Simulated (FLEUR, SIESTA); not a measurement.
A FLEUR input for a self-consistent single point of ZrB2 (P6/mmm, 3 atoms in the cell) (DFT, PBE, all-electron FLAPW (FLEUR), scalar-relativistic valence):

Input of the input generator:

```
ZrB2
&input film=f /
1.0000000000 -0.0000000090 0.0000000000
-0.4999999922 0.8660254083 0.0000000000
0.0000000000 0.0000000000 1.1215051088
5.9857455267
1.0 1.0 1.0

3
40 0.0000000000 0.0000000000 0.0000000000
5 0.3333333333 0.6666666667 0.5000000000
5 0.6666666667 0.3333333333 0.5000000000

&comp jspins=1 /
&kpt div1=16 div2=16 div3=12 gamma=t /
&end /
```

```xml
<?xml version="1.0" encoding="UTF-8" standalone="no"?>
<fleurInput fleurInputVersion="0.39">
   <comment>
      ZrB2                                                                                                
   </comment>
   <calculationSetup>
      <cutoffs Kmax="3.8" Gmax="15.2" GmaxXC="15.2" numbands="0"/>
      <scfLoop itmax="100" minDistance="0.00001" maxIterBroyd="15" imix="Anderson" alpha="0.05" precondParam="0.0" spinf="2.0"/>
      <coreElectrons ctail="T" frcor="F" kcrel="0" coretail_lmax="0"/>
      <xcFunctional name="pbe" relativisticCorrections="F"/>
      <magnetism jspins="1"/>
      <soc l_soc="F" theta="0.0" phi="0.0" spav="F"/>
      <expertModes spex="0" secvar="F"/>
      <geometryOptimization l_f="T" forcealpha="1.0" forcemix="BFGS" epsdisp="0.00001" epsforce="0.00001"/>
      <ldaU l_linMix="F" mixParam="0.05" spinf="1.0"/>
   </calculationSetup>
   <cell>
      <bzIntegration valenceElectrons="18.0" mode="hist" fermiSmearingEnergy="0.00499791">
         <kPointListSelection listName="default-1"/>
         <!-- k-points included here -->
         <xi:include xmlns:xi="http://www.w3.org/2001/XInclude" href="kpts.xml"> </xi:include>
      </bzIntegration>
      <!-- symmetry operations included here -->
      <xi:include xmlns:xi="http://www.w3.org/2001/XInclude" href="sym.xml"> </xi:include>
      <bulkLattice scale="1.0">
         <bravaisMatrix>
            <row-1>    5.9857455266999997    -0.0000000538717097     0.0000000000000000</row-1>
            <row-2>   -2.9928727166611848     5.1838077137402658     0.0000000000000000</row-2>
            <row-3>    0.0000000000000000     0.0000000000000000     6.7130441881707972</row-3>
         </bravaisMatrix>
      </bulkLattice>
   </cell>
   <atomSpecies>
      <species name="Zirconium (Zr)" element="Zr" atomicNumber="40">
         <mtSphere radius="2.68" gridPoints="925" logIncrement="0.014"/>
         <atomicCutoffs lmax="10" lnonsphr="8"/>
         <electronConfig flipSpins="F">
            <coreConfig>(1s1/2) (2s1/2) (2p1/2) (2p3/2) (3s1/2) (3p1/2) (3p3/2) (3d3/2) (3d5/2)</coreConfig>
            <valenceConfig>(4s1/2) (4p1/2) (4p3/2) (5s1/2) (4d3/2) (4d5/2)</valenceConfig>
            <stateOccupation state="(4d3/2)" spinUp="0.4" spinDown="0.4"/>
            <stateOccupation state="(4d5/2)" spinUp="0.6" spinDown="0.6"/>
         </electronConfig>
         <energyParameters s="5" p="5" d="4" f="4"/>
         <lo type="SCLO" l="0" n="4" eDeriv="0"/>
         <lo type="SCLO" l="1" n="4" eDeriv="0"/>
      </species>
      <species name="Boron (B)" element="B" atomicNumber="5">
         <mtSphere radius="1.61" gridPoints="555" logIncrement="0.018"/>
         <atomicCutoffs lmax="6" lnonsphr="4"/>
         <electronConfig flipSpins="F">
            <coreConfig>(1s1/2)</coreConfig>
            <valenceConfig>(2s1/2) (2p1/2) (2p3/2)</valenceConfig>
            <stateOccupation state="(2p1/2)" spinUp="0.1666666666667" spinDown="0.1666666666667"/>
            <stateOccupation state="(2p3/2)" spinUp="0.3333333333333" spinDown="0.3333333333333"/>
         </electronConfig>
         <energyParameters s="2" p="2" d="3" f="4"/>
      </species>
   </atomSpecies>
   <atomGroups>
      <atomGroup species="Zirconium (Zr)">
         <relPos label="                   1">.0000000000 .0000000000 .0000000000</relPos>
         <force calculate="T" relaxXYZ="TTT"/>
      </atomGroup>
      <atomGroup species="Boron (B)">
         <relPos label="                   2">1.000/3.000 -1.000/3.000 1.000/2.000</relPos>
         <relPos label="                   3">-1.000/3.000 1.000/3.000 1.000/2.000</relPos>
         <force calculate="T" relaxXYZ="TTT"/>
      </atomGroup>
   </atomGroups>
   <output dos="F" band="F" slice="F">
      <checks vchk="F" cdinf="F"/>
      <bandDOS minEnergy="-.5*Htr" maxEnergy="0.5*Htr" sigma="0.015" storeEVData="T"/>
      <vacuumDOS vacdos="F" integ="F" star="F" nstars="0" locx1="0.0" locy1="0.0" locx2="0.0" locy2="0.0" nstm="0" tworkf="0.0"/>
      <unfoldingBand unfoldBand="F" supercellX="1" supercellY="1" supercellZ="1"/>
      <plotting iplot="0" polar="F">
         <plot TwoD="T" vec1="  1.0  0.0  0.0" vec2="  0.0  1.0  0.0" vec3="  0.0  0.0  1.0" zero="  0.0  0.0  0.0" file="plot"/>
      </plotting>
      <chargeDensitySlicing numkpt="0" minEigenval="0.0" maxEigenval="0.0" nnne="0" pallst="F"/>
      <specialOutput eonly="F"/>
      <magneticCircularDichroism mcd="F" energyLo="-10.0" energyUp="0.0"/>
   </output>
  <!-- We include the file relax.xml here to enable relaxations (see documentation) -->
  <xi:include xmlns:xi="http://www.w3.org/2001/XInclude" href="relax.xml"> <xi:fallback/> </xi:include>
</fleurInput>
```

Q: Translate this input to SIESTA.

A: This is the input that was run; spellings and numerical settings could be chosen otherwise.

```
# files in the folder: Zr.psml B.psml (PseudoDojo PBE standard)
SystemName  ZrB2
SystemLabel ZrB2

NumberOfAtoms                3
NumberOfSpecies              2
%block ChemicalSpeciesLabel
  1 40 Zr
  2 5 B
%endblock ChemicalSpeciesLabel
LatticeConstant              1.0 Ang
%block LatticeVectors
     3.167520000    0.000000000    0.000000000
    -1.583760000    2.743153000    0.000000000
     0.000000000    0.000000000    3.552390000
%endblock LatticeVectors
AtomicCoordinatesFormat      Fractional
%block AtomicCoordinatesAndAtomicSpecies
     0.000000000    0.000000000    0.000000000  1
     0.333333000    0.666667000    0.500000000  2
     0.666667000    0.333333000    0.500000000  2
%endblock AtomicCoordinatesAndAtomicSpecies

XC.functional                GGA
XC.authors                   PBE
PAO.BasisSize                DZP
PAO.EnergyShift              0.01 Ry
MeshCutoff                   350 Ry
%block kgrid.MonkhorstPack
   16   0   0  0.0
    0  16   0  0.0
    0   0  12  0.0
%endblock kgrid.MonkhorstPack
OccupationFunction           FD
ElectronicTemperature        1578.21 K

MaxSCFIterations             150
SCF.Mixer.Method             Broyden
SCF.Mixer.Weight             0.1
SCF.Mixer.History            6
SCF.DM.Tolerance             1.0E-04
Diag.ParallelOverK           true
WriteForces                  true
```

Basis, cutoffs, solver keys and any potentials are the target program's own. This input uses DFT, GGA PBE, numerical atomic orbitals DZP, PseudoDojo PBE standard norm-conserving potentials (rewritten from UPF to PSML).

The starting cell comes from a database of computed structures (which also holds hypothetical and non-ambient phases and stackings), without a prior relaxation at this level.
